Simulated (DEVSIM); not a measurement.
Structure: illuminated Si n-on-p cell, one wavelength, at 250 K.

Layer 1 from the left is Si, thickness (μm) 0.370, Nd (cm⁻³) 9.5e17, τn (s) 1.9e-7, τp (s) 3.2e-9, absorption coefficient (cm⁻¹) 17000. Layer 2 from the left is Si, thickness (μm) 20.0, Na (cm⁻³) 4.6e15, τn (s) 2.5e-7, τp (s) 2.5e-7, absorption coefficient (cm⁻¹) 17000.

Left contact: ohmic, minority hole recombination velocity 1000 cm/s. Right contact: ohmic, minority electron recombination velocity 20 cm/s. Voltage is applied to the left contact. Recombination: SRH at mid-gap, radiative, Auger. Light enters at the left, 2.5e17 photons cm⁻² s⁻¹, one pass, no reflection. Mobility is μmin + (μ − μmin)/(1 + (N/Nref)^α).

Constants are typed, rounded textbook-type inputs, not results; the design itself was drawn at random and stands for no fabricated device. Values at 300 K; Nc and Nv go as T^1.5, mobilities as T to minus their exponent, the gap by Varshni's rule with the affinity fixed.

Si: gap (eV) 1.124, affinity (eV) 4.05, permittivity 11.7, Nc (cm⁻³) 2.86e19, Nv (cm⁻³) 3.1e19, μn (cm²/Vs) 1417, μp (cm²/Vs) 470, μn,min 52, μp,min 45, Nref,n 9.7e16, Nref,p 2.2e17, αn 0.68, αp 0.72, T exponent of μn 2.3, T exponent of μp 2.2, B (cm³/s) 4.7e-15, Cn (cm⁶/s) 2.8e-31, Cp (cm⁶/s) 9.9e-32, Varshni α (eV/K) 0.000473, Varshni β (K) 636.

Model (solved in DEVSIM): 1D drift-diffusion, Boltzmann statistics, complete ionisation; no tunnelling, impact ionisation, image-force lowering or self-heating.

Dark forward current:

```csv
|V| (V),|J| (A/cm²)
0.05,1.921e-10
0.10,7.855e-10
0.15,2.748e-9
0.20,9.329e-9
0.25,3.160e-8
0.30,1.081e-7
0.35,3.807e-7
0.40,1.433e-6
0.45,6.240e-6
0.50,3.467e-5
0.55,0.0002517
0.60,0.002199
0.65,0.02090
0.70,0.1944
0.75,1.317
0.80,5.311
0.85,18.42
0.90,66.94
0.95,252.5
1.00,1151
1.05,6138
```

Problem. Work out the local ideality factor n = ΔV / (kT/q · ln(J2/J1)) between the rows 0.10 and 0.15 V, 0.60 and 0.65 V, 1.00 and 1.05 V.

Solution. kT/q = 21.54 mV. From 0.10 to 0.15 V: ln(2.748e-9/7.855e-10) = 1.252, n = 1.85, near the 2 of recombination in the depletion region. From 0.60 to 0.65 V: ln(0.02090/0.002199) = 2.252, n = 1.03, near the 1 of diffusion or emission over a barrier. From 1.00 to 1.05 V: ln(6138/1151) = 1.674, n = 1.39.

Problem. What current could the absorbed light give at most, and what share is collected?

Solution. Σ αd = 34.6, so qΦ(1 − exp(−Σ αd)) = 40.1 mA/cm². The simulated short-circuit current is 39.28 mA/cm², a share of 0.98.

Problem. Estimate the open-circuit voltage by superposition: the voltage at which the dark current equals that short-circuit current.

Solution. Interpolating ln J in the table gives 0.664 V. The simulation gives 0.664 V, the same within the digits that matter. Superposition holds where collection doesn't change with voltage.

Problem. Estimate the fill factor from FF0 = (v − ln(v + 0.72))/(v + 1), v = qVoc/(nkT), with n from the dark curve.

Solution. The rows about Voc, 0.65 and 0.70 V, give n = 1.04, so v = 29.6 and FF0 = 0.856. The simulation gives 0.854, the same within the digits that matter.
